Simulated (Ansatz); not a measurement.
**What pressure 7 GPa does to HfO2**

The parent structure is HfO₂ in the fluorite structure (space group Fm-3m, No. 225; a = 5.058 Å).

The change: a hydrostatic pressure of 7 GPa.

The values are results of DFT with r2SCAN, PAW potentials and a 500 eV plane-wave cutoff in Ansatz (a first-principles code), no SOC, not measurements. Γ-centred 11×11×11 mesh, Fermi–Dirac width 0.05 eV.

The volume per atom decreases by 0.262 Å³ (10.79 Å³ → 10.52 Å³) and the density increases by 0.27 g/cm³, from 10.80 g/cm³ to 11.07 g/cm³. The lattice parameter a shrinks by 0.041 Å, from 5.058 Å to 5.017 Å and the shortest interatomic distance drops by 0.0179 Å (2.190 Å → 2.173 Å). The band gap rises by 0.07 eV to 4.37 eV and the gap character stays direct at X. The mean gap deformation potential ΔEg/Δln V comes out as -2.7 eV and the width of the top valence band goes up by 0.03 eV (1.90 eV → 1.93 eV). The electron mass becomes 1.1 mₑ along k, 0.75 mₑ across (at X) (base: 1.1 mₑ along k, 0.76 mₑ across (at X)) and the hole mass stays 0.28 mₑ along k, 2.9 mₑ across (at X).

Spin-orbit coupling, missing from the scalar runs, can matter with Hf. Load acts through the strain it causes; cell and atoms are relaxed under it. Masses are band curvatures over ±0.01 Å⁻¹ around the edge. Along k means along the line from Γ to the band edge. No phonon test of stability was made. No other phases were tried under pressure. This is not the structure that HfO2 has at room temperature and ambient pressure.
